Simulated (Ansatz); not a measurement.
Cs in the bcc (W type) structure (space group Im-3m, No. 229)

Space group Im-3m (No. 229); a = 6.2752 Å, b = 6.2752 Å, c = 6.2752 Å, α = 90.00°, β = 90.00°, γ = 90.00°

| atom | site | symmetry | x | y | z |
|---|---|---|---|---|---|
| Cs | 2a | m-3m | 0.0000 | 0.0000 | 0.0000 |
(The calculation used a cell of 1 atom; values per cell refer to that cell.)

Level of theory: r2SCAN (Ansatz, a first-principles code), no SOC. Settings: 11×11×11 k-points, 0.05 eV Fermi–Dirac smearing.

```json
{
 "volume_per_atom": "123.55 Å³",
 "density": "1.79 g/cm³",
 "band_gap": "zero",
 "total_energy": "-5685.926 eV/atom (σ→0; compares only within this code and set-up)"
}
```

No phonon test of stability was made. The final runs are not spin-polarised.
